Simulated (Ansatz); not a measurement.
A computed series for BP: response to strain

Base system: BP in the zinc blende structure (space group F-43m, No. 216; a = 4.536 Å). Axes: x, y, z lie along the cube axes.

Strains are applied to the cell and any free atomic positions relax; under biaxial strain the out-of-plane vector relaxes too; under stress the whole cell relaxes.

Level of theory: Ansatz (a first-principles code) r2SCAN, without spin-orbit coupling, earlier PAW set.

Candidates:
(a) tensor shear ε_xy = +2.85 %
(b) uniaxial stress, 0.5 GPa compression along z
(c) biaxial strain +1.63 %, plane normal [001], relaxed out of plane

For the base:

Band gap: 1.41 eV

**Question.** Order them by band gap, lowest first.

**Answer.** (a) tensor shear ε_xy = +2.85 % (0.79 eV), (c) biaxial strain +1.63 %, plane normal [001], relaxed out of plane (1.09 eV), (b) uniaxial stress, 0.5 GPa compression along z (1.38 eV)

Beyond what the load breaks, stability against distortions was not tested.
